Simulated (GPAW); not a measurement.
GPAW run on PtAl2 (Fm-3m, 3 atoms in the cell): self-consistent single point.

Level of theory: PBE, GPAW PAW datasets PBE (gpaw-data 1.0.1) (plane waves; GPAW).

```
PtAl2
1.0
    0.00000     2.90004     2.90004
    2.90004     0.00000     2.90004
    2.90004     2.90004     0.00000
Al Pt
2 1
Direct
  0.25000   0.25000   0.25000
  0.75000   0.75000   0.75000
  0.00000   0.00000   0.00000
```

Reference input (self-consistent single point, DFT PBE, plane waves, GPAW PAW datasets PBE (gpaw-data 1.0.1)): mode = pw; ecut = 550 eV; xc = PBE; kpts = 13 13 13; mesh shift (steps) = 0 0 0; occupations.name = fermi-dirac; occupations.width = 0.1 eV; nbands = -11; convergence.density = 1e-05 e/electron; convergence.energy = 1e-05 eV/electron; symmetry.symmorphic = false; symmetry.tolerance = 0.0005. This run's input differs from it in these lines:

```diff
@@ -15,3 +15,3 @@
             xc='PBE',
-            kpts=(13, 13, 13),
+            kpts=(5, 5, 5),
             occupations=FermiDirac(0.1),
```

Output (repeated stretches shortened):

```
     iter     time        total  log10-change:
                         energy   eigst   dens
iter:   1 --:--:--   -17.072866
iter:   2 --:--:--   -16.889574   -1.44  -1.16
iter:   3 --:--:--   -16.398683   -1.34  -1.18
iter:   4 --:--:--   -16.351853   -2.35  -1.38
iter:   5 --:--:--   -16.287198   -2.55  -1.38
   [... 3 lines left out ...]
iter:   9 --:--:--   -16.287778   -3.94  -2.94
iter:  10 --:--:--   -16.288230   -4.63  -3.24
iter:  11 --:--:--   -16.287935   -4.78  -3.05
iter:  12 --:--:--   -16.287903   -5.74  -3.48
iter:  13 --:--:--   -16.287902c  -6.14  -3.62
iter:  14 --:--:--   -16.287902c  -7.61c -3.88
iter:  15 --:--:--   -16.287903c  -6.36  -3.89
iter:  16 --:--:--   -16.287902c  -7.98c -4.41
iter:  17 --:--:--   -16.287902c  -9.20c -4.95
iter:  18 --:--:--   -16.287902c  -9.16c -5.05c
Converged after 18 iterations.

Dipole moment: (-0.000000, -0.000000, -0.000000) |e|*Ang

Energy contributions relative to reference atoms: (reference = -513582.209297)

Kinetic:        +14.727880
Potential:      -12.434575
External:        +0.000000
XC:             -18.126153
Entropy (-ST):   -0.059016
Local:           -0.425546
SIC:             +0.000000
--------------------------
Free energy:    -16.317410
Extrapolated:   -16.287902

Showing only first 2 kpts
 Kpt  Band  Eigenvalues  Occupancy
  0     9     11.69834    0.00000
  0    10     12.17081    0.00000
  0    11     12.17081    0.00000
  0    12     12.17081    0.00000

  1     9      9.48303    0.00004
  1    10      9.53019    0.00003
  1    11      9.53019    0.00003
  1    12     11.72587    0.00000

Fermi level: 8.40992

No gap
No difference between direct/indirect transitions
Energy (eV): -16.287902

Forces in eV/Ang:
  0 Al    0.00000   -0.00000   -0.00000
  1 Al   -0.00000   -0.00000    0.00000
  2 Pt    0.00000   -0.00000   -0.00000

Stress tensor:
    -0.076069     0.000000     0.000000
     0.000000    -0.076069    -0.000000
     0.000000    -0.000000    -0.076069
Stress (GPa, Voigt): [-12.1875 -12.1875 -12.1875  -0.       0.       0.    ]
```

The run converged in 18 iterations. GPAW prints stress with tension positive. Against the reference run the free energy goes up by 18.1 meV/atom and the pressure goes from 11.92 to 12.19 GPa.

The starting cell has typed, rounded lattice constants, without a prior relaxation at this level. Its lattice was rescaled by a random factor within 2.5 % of one. Spin polarisation is off. With a pressure of about 12 GPa the cell is away from its equilibrium volume at this level.
